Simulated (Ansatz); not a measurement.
Base system: WS2 (space group P6_3/mmc, No. 194; a = 3.115 Å, c = 11.772 Å; layered, stacked along the Cartesian z axis). Axes: x lies along a and z along c of the hexagonal cell.

All numbers come from PBEsol-D3(BJ) (Ansatz, an electronic-structure program, PAW, without spin-orbit coupling).

Base values:

- Band gap: 0.65 eV
- Smallest direct gap: 1.92 eV
- Pressure: 0.00 GPa
- Hole mass: 0.96 mₑ along c, 0.46 mₑ across (at Γ)
- Valence-band top at Γ: 0.00, -1.26, -1.60 eV

Perturbation: uniaxial strain ε_xx = −1.20 %, all other strain components held at zero; the atoms relax in the strained cell.

Task: Estimate the effect on the band gap.

Result: The band gap decreases by 0.02 eV, from 0.65 eV to 0.63 eV.

Task: What happens to the smallest direct gap?

Result: The smallest direct gap rises by 0.09 eV (1.92 eV → 2.01 eV).

Task: What happens to the pressure?

Result: The pressure (mean of the normal stresses, compression positive) goes from zero to 1.45 GPa.

Task: Estimate the effect on the hole mass.

Result: The hole mass changes from 0.96 mₑ along c, 0.46 mₑ across (at Γ) to 0.52 mₑ along x, 0.45 mₑ along y, 0.91 mₑ along z (at Γ).

Task: Predict the new valence-band top at Γ.

Result: The valence-band top at Γ (three highest levels, from the VBM) goes from 0.00, -1.26, -1.60 eV to 0.00, -1.26, -1.67 eV.

Spin-orbit coupling, missing from the scalar runs, can matter with W. Masses are band curvatures over ±0.01 Å⁻¹ around the edge. Stability against distortions was not tested.
